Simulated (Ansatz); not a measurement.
Worked example: self-consistent single point of NbRe3 (Pm-3m, 4 atoms in the cell) in Ansatz (an electronic-structure program).

Level of theory: PBE (plane waves, PAW; Ansatz).

```yaml
crystal:
  lattice:
    - [3.90809, 0.00000, 0.00000]
    - [0.00000, 3.90809, 0.00000]
    - [0.00000, 0.00000, 3.90809]
  atoms:
    - { symbol: Re, position: [0.00000, 0.50000, 0.50000] }
    - { symbol: Re, position: [0.50000, 0.50000, 0.00000] }
    - { symbol: Re, position: [0.50000, 0.00000, 0.50000] }
    - { symbol: Nb, position: [0.00000, 0.00000, 0.00000] }
```

Reference input (self-consistent single point, DFT, PBE, plane waves, default PAW files): basis.ecutwfc = 420 eV; kpoints.mp_grid.grid = 7 7 7; hamiltonian.xc = pbe; hamiltonian.pseudopotentials = {kind: paw} (the program's default PAW files); scf.occupations.method = cold; scf.occupations.width = 0.136 eV. This run's input differs from it in these lines:

```diff
@@ -22,3 +22,3 @@
     method: cold
-    width: 0.136
+    width: 0.8
 output:
```

Output (repeated stretches shortened):

```
SCF iter   1: F=—  HF=-37155.766596 eV  |F-HF|=—  |Δ(HF+E_count)|=         —  Δρ=5.88e-3  dr2=3.93e-2  ethr=1.77e-3  ⟨swp⟩=5.0  Hψ=2472  notcnv=0
all-band conjugate gradients solve this SCF's bands
preconditioner: auto → Kerker (q_TF=auto, 2.715 Å⁻¹)
SCF iter   2: F=—  HF=-37155.764031 eV  |F-HF|=—  |Δ(HF+E_count)|=   2.57e-3  S|Δr|=    0.00e0  Δρ=3.36e-3  dr2=1.32e-2  ethr=6.77e-5  ⟨swp⟩=1.2  Hψ=907  notcnv=0
SCF iter   3: F=—  HF=-37155.762236 eV  |F-HF|=—  |Δ(HF+E_count)|=   1.79e-3  S|Δr|=    0.00e0  Δρ=4.13e-4  dr2=9.64e-5  ethr=2.27e-5  ⟨swp⟩=2.1  Hψ=961  notcnv=0
SCF iter   4: F=—  HF=-37155.762179 eV  |F-HF|=—  |Δ(HF+E_count)|=   5.68e-5  S|Δr|=    0.00e0  Δρ=5.35e-5  dr2=1.20e-6  ethr=1.66e-7  ⟨swp⟩=2.4  Hψ=1133  notcnv=0
SCF iter   5: F=—  HF=-37155.762179 eV  |F-HF|=—  |Δ(HF+E_count)|=   4.47e-8  S|Δr|=    0.00e0  Δρ=1.57e-5  dr2=2.15e-7  ethr=1.72e-10  ⟨swp⟩=6.0  Hψ=3052  notcnv=0
SCF iter   6: F=-37155.762179 eV  HF=-37155.762179 eV  |F-HF|=1.56e-9  |Δ(HF+E_count)|=   3.61e-8  S|Δr|=    0.00e0  Δρ=2.68e-6  dr2=4.17e-9  ethr=1.72e-10  ⟨swp⟩=4.0  Hψ=2230  notcnv=0
SCF 1 converged in 6 iterations: F = -37155.762179 eV  dr2 = 4.17e-9
Stability not checked (fill_not_monotonic)
Free energy (F): -37155.762179 eV
Internal energy: -37155.946209 eV  (E = F + TS)
E sigma→0 (E₀):  -37155.823522 eV
Entropy (-TS):   0.184029 eV (46.007 meV/atom)
Fermi energy:    23.300044 eV
--- Forces (eV/Å), atoms counted from 1 ---
  atom   1  Re     0.00000000     0.00000000     0.00000000
   [... zero for the other atoms too ...]
--- Stress (GPa, compression-positive) ---
       18.016366       0.000000       0.000000
        0.000000      18.016366       0.000000
       -0.000000       0.000000      18.016366
  P = ⅓ Tr σ = 18.0164 GPa (180.164 kbar)
  The stress holds the Pulay correction. Without it, at fixed plane waves, as pw.x and ABINIT print it: P = 17.8793 GPa
```

The run converged in 6 iterations. Against the reference run the free energy goes up by 26.4 meV/atom and the pressure goes from 18.73 to 18.02 GPa.

The starting cell was generated: these elements placed on a structure prototype, without a prior relaxation; it need not be a known phase or ordering of this composition. Spin polarisation is off. With a pressure of about 18 GPa the cell is away from its equilibrium volume at this level. Ansatz's pressure includes its estimate of the finite-basis (Pulay) stress.

Keys are those of Ansatz 0.2.
